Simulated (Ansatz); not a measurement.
## Rock-salt LaS

These are r²SCAN+rVV10 (plane waves, PAW; Ansatz, a quantum-chemistry and plane-wave program) values and carry that method's errors.

Settings: plane-wave cutoff 500 eV, 12×12×12 k mesh, Fermi–Dirac smearing 0.05 eV, scalar-relativistic PAW data made under PBE.

Cell (relaxed at this level):

```cif
data_La4S4
_chemical_formula_sum 'La4 S4'
_space_group_name_H-M_alt 'Fm-3m'
_space_group_IT_number 225
_space_group_name_Hall '-F 4 2 3'
_cell_length_a 5.86671
_cell_length_b 5.86671
_cell_length_c 5.86671
_cell_angle_alpha 90.000
_cell_angle_beta 90.000
_cell_angle_gamma 90.000
loop_
_atom_site_label
_atom_site_type_symbol
_atom_site_symmetry_multiplicity
_atom_site_Wyckoff_symbol
_atom_site_fract_x
_atom_site_fract_y
_atom_site_fract_z
_atom_site_occupancy
La1 La 4 a 0.00000 0.00000 0.00000 1
S1 S 4 b 0.50000 0.50000 0.50000 1
```
(The calculation used a cell of 2 atoms; values per cell refer to that cell.)

```yaml
band_gap: zero (no gap)
```

Note: the relaxation could not lower the start's symmetry, so the cell can be a saddle point above a distorted one.

Spin–orbit coupling is not included.

Static lattice: no zero-point or thermal effects.
